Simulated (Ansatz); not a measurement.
**AgInTe2 (P-4m2, No. 115, 4 atoms in the cell; start mp-1223798; a measured phase of this formula has another space group)**

These are HSE06 (Ansatz, an electronic-structure program, PAW) values and carry that method's errors.

Settings: plane-wave cutoff 460 eV, 6×6×4 k mesh (along the axes of the cell as run), Fermi–Dirac smearing 0.01 eV, no spin polarisation, scalar-relativistic PAW data made under PBE.

Cell (relaxed with PBEsol):

Space group P-4m2 (No. 115); a = b = 4.5213 Å, c = 6.4569 Å, α = β = γ = 90.00°

| atom | site | symmetry | x | y | z |
|---|---|---|---|---|---|
| In | 1c | -4m2 | 0.5000 | 0.5000 | 0.5000 |
| Ag | 1a | -4m2 | 0.0000 | 0.0000 | 0.0000 |
| Te | 2g | 2mm. | 0.0000 | 0.5000 | 0.2385 |

```json
{
  "band_gap": "0.67 eV (on the SCF k mesh)"
}
```

Note: cell and atoms aren't relaxed at this level (pressure 1.4 GPa).

Spin–orbit coupling is not included; with these elements it can move the gap by several tenths of an eV or more.

Static lattice: no zero-point or thermal effects.

A start named mp-… is a Materials Project structure, which need not be a measured phase.
